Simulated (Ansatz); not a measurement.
We consider cubic perovskite KZnF₃, described by LDA in Ansatz (plane waves, PAW).

Settings: plane-wave cutoff 520 eV, 6×6×6 k mesh, perturbation theory, scalar-relativistic PAW data made under PBE.

The cell has the measured lattice parameters. Conventional cell: a = 4.0550 Å, b = 4.0550 Å, c = 4.0550 Å, α = 90.00°, β = 90.00°, γ = 90.00°.

Space group Pm-3m (No. 221); a = b = c = 4.0550 Å, α = β = γ = 90.00°

| atom | site | symmetry | x | y | z |
|---|---|---|---|---|---|
| K | 1a | m-3m | 0.0000 | 0.0000 | 0.0000 |
| Zn | 1b | m-3m | 0.5000 | 0.5000 | 0.5000 |
| F | 3c | 4/mm.m | 0.0000 | 0.5000 | 0.5000 |

Harmonic phonon frequencies (cm⁻¹; i marks an imaginary mode; at Γ without the LO shift):

```csv
q point,frequencies
Γ,0 0 0 103 103 103 142 142 142 179 179 179 389 389 389
X,84 84 90 90 139 153 160 160 169 169 171 292 385 385 422
M,53 88 99 99 125 159 159 162 162 236 245 255 255 381 469
```

No imaginary mode appears at these points.

Note: the cell isn't this level's own, so it is under some stress, which shifts stiffness and frequencies.

Ansatz is an electronic-structure program.
